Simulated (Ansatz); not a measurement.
Results of LDA (Ansatz, a program for electronic structure, plane waves, PAW) for Bi (model structure, Fm-3m, No. 225, 1 atoms in the cell).

Numerical settings: plane-wave cutoff 520 eV, 20×20×20 k mesh, Fermi–Dirac smearing 0.05 eV, scalar-relativistic PAW data made under PBE.

Cell (relaxed at this level):

```xyz
1
Lattice="0.0000 2.4526 2.4526 2.4526 0.0000 2.4526 2.4526 2.4526 0.0000" Properties=species:S:1:pos:R:3 pbc="T T T"
Bi     0.0000     0.0000     0.0000
```

Estimate the bulk modulus B0 that the calculation returns.


- bulk modulus B0 = 63.6 GPa

The run finds no gap.

Note: the bulk modulus is −V dP/dV from two relaxed cells at ±2 % in volume; the relaxation could raise the start's symmetry but not lower it, so the cell can be a saddle point.

Spin–orbit coupling is not included; it can shift volumes and moduli of such heavy elements.

Static lattice: no zero-point or thermal effects.

Cost on a shared machine: around 40 core-seconds (rough).

A model structure was made by putting elements into a prototype or built by hand; it is no filed structure, need not be a known phase, and can be a saddle point held by its symmetry.
